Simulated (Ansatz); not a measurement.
# A constructed model of the (110) surface of bcc W, a cell of two sites (a+b, b-a) layer of Sn, one a cell, on the site that continues the host's stacking (bottom of the slab: a bare face, its two planes held)

The numbers are results of PBE (plane waves to 420 eV, PAW; Ansatz, a first-principles code), not measurements.

Model: 13-atom slab, 14.0 Å thick at the start with caps and adatoms (thin: gaps and levels are the slab's own), 12x8x1 mesh, Fermi-Dirac 0.1 eV, dipole correction, 4 atoms held, the rest relaxed; held to the start's symmetry, so lower structures may exist; no spin, no spin-orbit, no U. It is one candidate, not shown to be the stable structure of the face.

The work function of the top face is 4.64 eV, the energy released by relaxation is 0.27 eV and the cost is about 8 core-minutes (a rough figure).
